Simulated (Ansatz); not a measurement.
Worked example: self-consistent single point of HRh (Fm-3m, 2 atoms in the cell) in Ansatz (a quantum-chemistry and plane-wave program).

Computed with LDA (PW92), default PAW files made with PBE (plane waves; Ansatz).

```xyz
2
Lattice="0.0000 2.0225 2.0225 2.0225 0.0000 2.0225 2.0225 2.0225 0.0000" Properties=species:S:1:pos:R:3 pbc="T T T"
H      2.0225     2.0225     2.0225
Rh     0.0000     0.0000     0.0000
```
Moments meant for the start (each program seeds them in its own way; μB, in the order of the atoms H Rh): 0.0 1.0.

Reference input (self-consistent single point, DFT, LDA (PW92), plane waves, default PAW files made with PBE): basis.ecutwfc = 420 eV; kpoints.mp_grid.grid = 14 14 14; hamiltonian.xc = lda; hamiltonian.pseudopotentials = {kind: paw} (the program's default PAW files); magnetization.spin_polarized = true; scf.occupations.method = gaussian; scf.occupations.width = 0.1 eV. This run's input differs from it in these lines:

Ansatz 0.2 input:
```diff
@@ -12,3 +12,3 @@
 kpoints:
-  mp_grid: { grid: [14, 14, 14] }
+  mp_grid: { grid: [23, 23, 23] }
 hamiltonian:
@@ -19,3 +19,3 @@
 scf:
-  occupations: { method: gaussian, width: 0.1 eV }
+  occupations: { method: gaussian, width: 0.5 eV }
 output:
```

Log, with long lists cut:

```
SCF iter   1: F=—  HF=-6295.331131 eV  |F-HF|=—  |Δ(HF+E_count)|=         —  Δρ=9.13e-2 (↑9.13e-2 ↓3.08e-2)  dr2=1.85e0  dr2_m=3.29e-1  M=0.110 μB ∫|m|=0.113 μB  β_m=0.30  ethr=3.10e-3  ⟨swp⟩=4.1  Hψ=47158  notcnv=0
Mixer restart at iter 1: flushing history
all-band conjugate gradients solve this SCF's bands
preconditioner: auto → none
   [... lines left out ...]
SCF iter   9: F=—  HF=-6294.397252 eV  |F-HF|=—  |Δ(HF+E_count)|=   4.02e-9  Δρ=8.36e-7 (↑8.36e-7 ↓2.27e-7)  dr2=1.01e-10  dr2_m=3.38e-11  M=0.000 μB ∫|m|=0.000 μB  β_m=0.94  ethr=8.47e-11  ⟨swp⟩=2.3  Hψ=14111  notcnv=0  defer=101
SCF iter  10: F=-6294.397252 eV  HF=-6294.397252 eV  |F-HF|=3.64e-12  |Δ(HF+E_count)|=  5.46e-12  Δρ=8.14e-8 (↑8.14e-8 ↓7.15e-8)  dr2=4.00e-12  dr2_m=1.25e-14  M=-0.000 μB ∫|m|=0.000 μB  ethr=1.00e-12  ⟨swp⟩=1.8  Hψ=30309  notcnv=0
SCF 1 converged in 10 iterations: F = -6294.397252 eV  dr2 = 4.00e-12
WARN: the starting moments were not kept: the SCF closed with an absolute magnetisation of 5.5e-8 μB, where they sum to 1 μB in size (1 site) …
Magnetization: -0.0000 μB (9.0000 up, 9.0000 down)
   [... lines left out ...]
Absolute magnetization: 0.0000 μB (∫|ρ↑−ρ↓|, with the PAW one-centre terms)
Free energy (F): -6294.397252 eV
Fermi energy:    19.073390 eV
   [... lines left out ...]
  atom   2  Rh    -0.00000000     0.00000000    -0.00000000
--- Stress (GPa, compression-positive) ---
      -13.064055       0.000000      -0.000000
        0.000000     -13.064055      -0.000000
        0.000000      -0.000000     -13.064055
  P = ⅓ Tr σ = -13.0641 GPa (-130.641 kbar)
  The stress holds the Pulay correction. Without it, at fixed plane waves, as pw.x and ABINIT print it: P = -13.2256 GPa
```

The run converged in 10 iterations. Against the reference run the free energy drops by 58.5 meV/atom and the pressure goes from -14.48 to -13.06 GPa.

The starting cell comes from a database of computed structures (which also holds hypothetical and non-ambient phases and stackings), without a prior relaxation at this level. Its lattice was rescaled by up to half a per cent. The starting moments vanished: the run ended non-magnetic. The program warned that a starting moment was not kept. With a pressure of about -13 GPa the cell is away from its equilibrium volume at this level. Ansatz's pressure includes its estimate of the finite-basis (Pulay) stress.
